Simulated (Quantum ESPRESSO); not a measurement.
**Habitual settings against a tight run: TaSiAs (P4/nmm, 6 atoms in the cell)**

Self-consistent single point.

```
TaSiAs
1.0
    3.53097     0.00000     0.00000
    0.00000     3.53097     0.00000
    0.00000     0.00000     7.92392
Ta Si As
2 2 2
Cartesian
  1.76548   0.00000   2.02036
  0.00000   1.76548   5.90355
  0.00000   0.00000   0.00000
  1.76548   1.76548   0.00000
  1.76548   0.00000   4.84825
  0.00000   1.76548   3.07567
```

Level of theory: LDA (PW92), PseudoDojo standard norm-conserving (LDA) pseudopotentials (plane waves; Quantum ESPRESSO 7.5).

Base settings: ecutwfc = 80 Ry; occupations = smearing; smearing = gauss; degauss = 0.0073499 Ry; potentials = {Ta: Ta.upf, Si: Si.upf, As: As.upf}; K_POINTS = automatic 6 6 3 0 0 0; conv_thr = 1e-10 Ry; mixing_beta = 0.5.

Tight run (finer mesh or higher cutoff; not a proven limit): ecutwfc: 80 Ry → 112 Ry; conv_thr: 1e-10 Ry → 7.3e-11 Ry; K_POINTS: automatic 6 6 3 0 0 0 → automatic 9 9 5 0 0 0. It gave Fermi level (on the code's own zero) 14.85 eV; pressure -10.03 GPa; largest force (vector length) 0.117 eV/Å.

Quick runs, as changes from the base:
- A: the base itself
- B: ecutwfc: 80 Ry → 40 Ry; K_POINTS: automatic 6 6 3 0 0 0 → automatic 4 4 4 0 0 0
- C: ecutwfc: 80 Ry → 48 Ry; conv_thr: 1e-10 Ry → 7.3e-06 Ry; K_POINTS: automatic 6 6 3 0 0 0 → automatic 3 3 3 0 0 0
- D: ecutwfc: 80 Ry → 48 Ry; K_POINTS: automatic 6 6 3 0 0 0 → automatic 6 6 6 1 1 1
- E: ecutwfc: 80 Ry → 40 Ry; K_POINTS: automatic 6 6 3 0 0 0 → automatic 2 2 2 1 1 1
- F: ecutwfc: 80 Ry → 51 Ry; K_POINTS: automatic 6 6 3 0 0 0 → automatic 1 1 1 1 1 1; potentials: PseudoDojo standard norm-conserving (PBESOL) [PBEsol]

Energies are extrapolated to zero smearing width, which holds to low order in the width alone (under cold and Methfessel-Paxton smearing the free energy itself is taken).

Dashes: pressure of C, not trusted under this conv_thr with d or f elements; time of C, E, F, under 30 s; energy of F, another energy zero.

† marks runs with another functional, U, potentials or spin treatment: their distance from the tight run is not a convergence error alone.

The count of work is k-points × plane waves × bands × iterations; it is no time. Core times come from one kind of shared machine and are given to one figure; runs under 30 s give none.

The starting cell comes from a database of computed structures (which also holds hypothetical and non-ambient phases and stackings), without a prior relaxation at this level. Its lattice was rescaled by a random factor within 2.5 % of one. Spin polarisation is off. In the base run, with a pressure of about -10 GPa the cell is away from its equilibrium volume at this level.

| run | energy less tight (meV/atom) | pressure less tight (GPa) | largest miss in a force vector (eV/Å) | count of work / tight | core time / tight (rough) |
|---|---|---|---|---|---|
| A | -3.5 | -0.20 | 0.084 | 0.27 | 0.2 |
| B | 21173.4 | -720.84 | 0.439 | 0.095 | 0.07 |
| C | 6565.2 | – | 0.374 | 0.025 | – |
| D | 6494.0 | -334.28 | 0.178 | 0.11 | 0.08 |
| E | 21016.5 | -726.99 | 0.919 | 0.0055 | – |
| F† | – | -234.55 | 2.678 | 0.0079 | – |

Among the runs at the tight run's level, the energy misses run from 3.5 to 21173.4 meV/atom.
